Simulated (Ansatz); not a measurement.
Consider this model of amorphous Si24O48Cu.

```xyz
73
Lattice="10.3882 0.0871 0.0414 0.0871 10.3077 -0.2311 0.0414 -0.2311 10.2732" Properties=species:S:1:pos:R:3 pbc="T T T"
Si     6.6627     3.3871     1.4487
Si     0.2164     4.5224     4.0271
Si     3.8179     1.7739     2.8638
Si     4.8883     1.5959     0.0562
Si     2.8650     0.0633     8.9111
Si     4.0739     5.9407     6.0282
Si     9.2612     3.7830    10.0814
Si     2.6642     4.7002     1.9857
Si     7.0049    -0.1352     8.7078
Si     9.2822     2.0651     4.7060
Si     5.2512     5.7820     3.0203
Si     3.5179     8.7862     6.0480
Si     8.2461     2.4447     7.4939
Si     2.0802     3.5615     6.4218
Si     8.8729     7.0758     5.0632
Si     6.1674     7.7778     6.5222
Si     0.5321     1.9629     8.5207
Si    10.3900     7.2047     7.9011
Si     1.3904     8.4335     9.9035
Si     6.6531     0.9873     3.3364
Si     7.3794     8.2526     2.6405
Si     1.1818     5.5047     9.9346
Si     1.8636     0.8854     4.9267
Si     8.9260     8.7559    -0.1170
O      6.0720     4.4413     2.5399
O      5.1612     1.5558     3.8388
O      6.7293     8.8129     7.6345
O      1.6691     7.1779     0.2271
O     10.3897     9.2402     0.4586
O      5.1131     8.6409     5.5669
O     10.0417     5.3593     0.2110
O      1.3817     3.2019     7.8503
O     10.3739     2.5657    10.0315
O      7.3967     7.0120     5.7744
O      4.8134     5.6402     4.5977
O      2.6711     9.4268    10.0035
O      3.3592     4.5842     6.5933
O      7.1524     1.2079     7.7733
O      1.0265     4.2941     5.4244
O      3.8288     5.8535     2.1921
O      3.3572     3.3174     2.5366
O      8.0119     1.1450     4.2397
O      9.6233     1.5647     7.7482
O      2.4924     1.0194     3.4271
O      8.5702     8.1019     3.7949
O      6.6292     9.6980     2.8072
O      1.0331     8.3174     8.2833
O      9.4573     5.7424     4.3314
O      9.9146     7.3600     6.3351
O      0.8740     5.7623     8.2995
O      1.2964     4.9670     2.8733
O      0.2204     1.0077     4.9360
O      2.5364     2.1162     5.7884
O      2.2254     4.7040     0.3828
O      5.2737     6.4642     7.0805
O      3.0071     7.2097     5.9624
O      8.4686     3.7268     8.6066
O      3.6347     9.4310     7.5432
O      1.4304     0.6395     8.4799
O      9.1362     7.3587     8.9818
O      5.8675     0.1442     9.8289
O      2.4866     9.7300     5.2144
O      8.0724     3.9643     0.9337
O      6.2325     7.0744     2.7805
O      9.8213     3.2203     3.6557
O      8.0231     8.2016     1.1280
O      4.2377     1.0974     1.4559
O      8.3970     9.8404     9.3872
O      3.7367     1.4087     9.2232
O      8.6109     2.9119     5.9500
O      6.9927     1.9030     2.0303
O      5.6018     3.0729     0.2158
Cu     6.5289     4.3180     7.5280
```

All values below come from PBE, scalar-relativistic without spin-orbit coupling (plane waves to 420 eV, PAW; Ansatz, a quantum-chemistry and plane-wave program). In the spin-polarised cell the level spacing at the Fermi energy can part levels of unlike spin.

The cell was made by melting and quenching with the CHGNet potential and then relaxed with DFT. O atoms were pushed apart under 1.9 Å during the dynamics, to hinder bonds among them. The hot cell started wider than the set density and was brought back towards it in steps. It is the lowest in DFT energy of 2 quenches. It is a model cell: composition and starting density were chosen by hand, and all elements were melted together. No dispersion term was used. Its density started from a set value of 2.27 and ended at 2.27 g/cm³. The simulated quench (nominally 480 K/ps over its main leg) is rapid and tends to freeze in more defects than a deposited or slowly cooled glass has. A cell of this size samples the disorder only roughly. The volume was held where the preparation left it and the shape relaxed, at a PBE pressure of -1.1 GPa (tension). Stress components on the final sampling reach 1.3 GPa. Cycles of charging lowered its energy after that relaxation.

Neighbours within Si-Si 2.60 Å, Si-O 1.90 Å, Si-Cu 2.67 Å, O-O 1.58 Å, O-Cu 2.38 Å, Cu-Cu 2.90 Å count as bonded. Two cations that share two anions don't count as bonded, nor two that share one unless they lie closer than Si-Si 2.38 Å, Si-Cu 2.60 Å, Cu-Cu 2.82 Å.

Question: Give the coordination numbers, mean bond lengths and angles.

Answer: 
| Property | Result |
|---|---|
| Mean coordination of Si by anions | 4.00 (24 with 4); 1 close contacts or bonds to cations besides |
| Mean coordination of O | 2.02 (47 with 2, 1 with 3) |
| Mean coordination of Cu by anions | 1.00 (1 with 1); 1 close contacts or bonds to cations besides |
| Mean Si-O bond | 1.644 Å (spread 0.019 Å, 96 counted) |
| Bond angle at Si | mean 109.2°, spread 8.4° |
| Bond angle at O | mean 136.6°, spread 16.9° |

Question: Which atoms depart from the most common coordination of their element?

Answer: Si13 has 5 (O70 1.65 Å, O43 1.65 Å, O38 1.67 Å, O57 1.71 Å, Cu73 2.54 Å); O57 has 3 (Si7 1.68 Å, Si13 1.71 Å, Cu73 2.30 Å).

Question: List the pairs of like atoms that count as bonded by the rules above.

Answer: There are none by these rules.
